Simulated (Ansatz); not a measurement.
Checking a run of Ansatz (a quantum-chemistry and plane-wave program) on LuSi2Ni (Cmcm, 8 atoms in the cell). The aim is a self-consistent single point with DFT, LDA (PW92), plane waves, default PAW files made with PBE.

Cell that was meant: a = 8.4930 Å, b = 8.4930 Å, c = 3.8521 Å, α = 90.00°, β = 90.00°, γ = 153.69°.

Part of the input:

Ansatz 0.2 input:
```yaml
    - { symbol: Ni, position_ang: [1.932775, -2.881814, 0.963028] }
    - { symbol: Ni, position_ang: [1.932775, 2.881814, 2.889085] }
basis:
  ecutwfc: 125.0
kpoints:
  mp_grid:
    grid: [4, 4, 4]
```

Output, abridged:

```
   [... lines left out ...]
PAW frozen core: Ni, regenerated for the run's functional, and the local potential with it
Initial density: superposition of atomic densities (neutral atoms: chi_scale 0, normalization atom), corrected by the library's trained network
Initial wavefunctions: pseudopotential atomic-orbital guess
Eigensolver: davidson
Functional: x = slater, c = lda
SCF iter   1: F=—  HF=-42659.117066 eV  |F-HF|=—  |Δ(HF+E_count)|=         —  Δρ=1.16e0  dr2=1.37e3  ethr=1.77e-3  ⟨swp⟩=6.5  Hψ=2748  notcnv=0
all-band conjugate gradients solve this SCF's bands
preconditioner: auto → LDOS
SCF iter   2: F=—  HF=-42642.684719 eV  |F-HF|=—  |Δ(HF+E_count)|=    1.64e1  Δρ=8.66e-1  dr2=5.11e2  ethr=1.77e-3  ⟨swp⟩=9.9  Hψ=5332  notcnv=0
   [... lines left out ...]
SCF iter  10: F=—  HF=-42298.510001 eV  |F-HF|=—  |Δ(HF+E_count)|=   4.47e-6  Δρ=3.03e-4  dr2=1.32e-4  ethr=9.47e-8  ⟨swp⟩=2.3  Hψ=990  notcnv=0  defer=16
SCF iter  11: F=—  HF=-42298.509974 eV  |F-HF|=—  |Δ(HF+E_count)|=   2.65e-5  Δρ=1.56e-5  dr2=3.00e-7  ethr=9.47e-8  ⟨swp⟩=2.1  Hψ=920  notcnv=0  defer=16
SCF iter  12: F=-42298.509974 eV  HF=-42298.509974 eV  |F-HF|=5.78e-8  |Δ(HF+E_count)|=   6.39e-8  Δρ=7.14e-6  dr2=6.90e-8  ethr=9.80e-11  ⟨swp⟩=12.4  Hψ=3028  notcnv=0
SCF 1 converged in 12 iterations: F = -42298.509974 eV  dr2 = 6.90e-8
Free energy (F): -42298.509974 eV
Internal energy: -42298.408020 eV  (E = F + TS)
E sigma→0 (E₀):  -42298.458997 eV
Entropy (-TS):   -0.101954 eV (-12.744 meV/atom)
Fermi energy:    13.974811 eV
--- Forces (eV/Å), atoms counted from 1 ---
  atom   1  Lu     0.00000000    -6.42523943    -0.00000000
  atom   2  Lu    -0.00000000     6.42523943     0.00000000
  atom   3  Si    -0.00000000    -0.02405232     0.00000000
  atom   4  Si     0.00000000     0.02405232    -0.00000000
  atom   5  Si     0.00000000    -0.11762592    -0.00000000
  atom   6  Si    -0.00000000     0.11762592     0.00000000
  atom   7  Ni     0.00000000    -2.31426724     0.00000000
  atom   8  Ni    -0.00000000     2.31426724    -0.00000000
--- Stress (GPa, compression-positive) ---
       23.341607       0.000000      -0.000000
        0.000000      63.297900      -0.000000
       -0.000000      -0.000000      56.425858
  P = ⅓ Tr σ = 47.6885 GPa (476.885 kbar)
  The stress holds the Pulay correction. Without it, at fixed plane waves, as pw.x and ABINIT print it: P = -2854.4512 GPa
```

Question: Is anything amiss in this input, and did it matter?

Answer: The run is not sound. The fault is a basis or grid far too coarse for these potentials. The error of an incomplete plane-wave basis or grid does not cancel at such settings. To fix it, restore the cutoff that the potentials need and check convergence. The run converged in 12 iterations without an error; against the sound input the free energy rises by 84.5 eV/atom, the pressure goes from -5.47 to 47.69 GPa and the largest force goes from 0.203 to 6.425 eV/Å. At a fixed set of plane waves, without the program's Pulay estimate, the pressure is -2854.45 GPa against -5.55 GPa.

An input that runs soundly differs in these lines (not the only fix; some lines may just follow from the change or write a value another way):
```diff
-  ecutwfc: 125.0
+  ecutwfc: 420.0
```

With that input, the run converged in 9 iterations: free energy E − TS (on the zero of these files) -42974.3049 eV; Fermi level (on the code's own zero) 14.53 eV; pressure -5.47 GPa; largest force (vector length) 0.203 eV/Å (DFT, LDA (PW92), plane waves, default PAW files made with PBE).

On the sound input: the starting cell comes from a database of computed structures (which also holds hypothetical and non-ambient phases and stackings), without a prior relaxation at this level. Its lattice was rescaled by a random factor within 2.5 % of one. Spin-orbit coupling is off. Spin polarisation is off. With a pressure of about -5 GPa the cell is away from its equilibrium volume at this level. Ansatz's pressure includes its estimate of the finite-basis (Pulay) stress. Without a gap this mesh is coarse (it stands for a supercell whose shortest vector is 15 Å).
